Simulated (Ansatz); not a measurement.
**ZnSnO3, response to strain**

Start from ZnSnO3 (space group R3c, No. 161).

```
ZnSnO3
1.0
    2.63915     1.52372     4.66998
   -2.63915     1.52372     4.66998
    0.00000    -3.04743     4.66998
Zn Sn O
2 2 6
Direct
  0.29492   0.29492   0.29492
  0.79492   0.79492   0.79492
  0.01257   0.01257   0.01257
  0.51257   0.51257   0.51257
  0.72151   0.11607   0.40522
  0.40522   0.72151   0.11607
  0.11607   0.40522   0.72151
  0.90522   0.61607   0.22151
  0.22151   0.90522   0.61607
  0.61607   0.22151   0.90522
```

Cartesian axes are those of the cell as printed.

Strains are applied to the cell and any free atomic positions relax; under biaxial strain the out-of-plane vector relaxes too.

All numbers come from PBEsol in Ansatz (plane waves to 420 eV, PAW, without spin-orbit coupling).

Notes on the quantities. energy relative to the base: free energy F.

```csv
"biaxial strain, plane normal [001], relaxed out of plane (%)",energy relative to the base (meV/atom)
-4.43,49.9
-1.77,7.7
-1.52,5.7
-0.96,?
0,0.0
```

### Question
Fit ΔE = Aε² + Bε³ (ε in %) to the rows shown and predict the withheld row.

### Answer
Least squares on the printed values gives A = 2.41 and B = -0.030 meV/atom (largest residual 0.0 meV/atom); this predicts 2.2 meV/atom, and the run gives 2.3 meV/atom, in agreement.

Whether these cells are dynamically stable was not tested.

Ansatz is a quantum-chemistry and plane-wave program.
